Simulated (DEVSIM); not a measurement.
Device: abrupt Ge n-p junction, at 300 K.

Layer 1 from the left is Ge, thickness (μm) 1.30, Nd (cm⁻³) 1e17, τn (s) 4e-7, τp (s) 4e-7. Layer 2 from the left is Ge, thickness (μm) 160, Na (cm⁻³) 2.4e15, τn (s) 4e-7, τp (s) 4e-7.

Left contact: ohmic. Right contact: ohmic. Voltage is applied to the left contact. Recombination: SRH at mid-gap, radiative. Mobility is constant in doping.

This is a model device: material constants are rounded textbook-type values typed into the input, and sizes, dopings and lifetimes were drawn at random. Values at 300 K.

Ge: gap (eV) 0.664, affinity (eV) 4, permittivity 16, Nc (cm⁻³) 1.04e19, Nv (cm⁻³) 6e18, μn (cm²/Vs) 3900, μp (cm²/Vs) 1900, B (cm³/s) 6.4e-14.

DEVSIM, 1D drift-diffusion, Boltzmann statistics, complete ionisation; no tunnelling, impact ionisation, image-force lowering or self-heating.

**Question.** What does the simulation give for the dark forward voltage at 100 A/cm², the dark forward voltage at 1 A/cm², the potential step across the device at zero bias, the largest field in the device at zero bias?

**Answer.** dark forward voltage at 100 A/cm² 0.710 V; dark forward voltage at 1 A/cm² 0.202 V; potential step across the device at zero bias 0.342 V; largest field in the device at zero bias 18000 V/cm.
